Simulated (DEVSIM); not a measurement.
System: W/SiO2/p-InP capacitor, at 300 K.

Layer 1 from the left is SiO2, thickness (nm) 35.0. Layer 2 from the left is InP, thickness (nm) 8100, Na (cm⁻³) 5.9e15.

Metal gate on the left, work function 4.6 eV. Fixed charge at the semiconductor interface -7.3e10 cm⁻² (in units of +e); no interface traps.

Constants are typed, rounded textbook-type inputs, not results; the design itself was drawn at random and stands for no fabricated device. Values at 300 K.

SiO2: gap (eV) 9, affinity (eV) 0.9, permittivity 3.9. InP: gap (eV) 1.344, affinity (eV) 4.38, permittivity 12.5, Nc (cm⁻³) 5.7e17, Nv (cm⁻³) 1.1e19.

### Question
Estimate by hand the flat-band voltage, the threshold voltage, and compare with a numerical solution.

### Answer

- Flat-band voltage: C = 0.0987 μF/cm², work-function difference -0.929 V; VFB = φms − qNf/C = -0.81 V; numerical -0.81 V.
- Threshold voltage: φF = 0.516 V, depletion charge √(4εqNφF) = 4.65e-8 C/cm²; VT = VFB + 2φF + Qd/C = 0.69 V; numerical 0.69 V.

Model (solved in DEVSIM): 1D Poisson equation in equilibrium, Boltzmann statistics, complete ionisation; no quantum confinement or tunnelling. Metal contacts follow the ideal Schottky-Mott rule: no Fermi-level pinning, no interface dipoles.
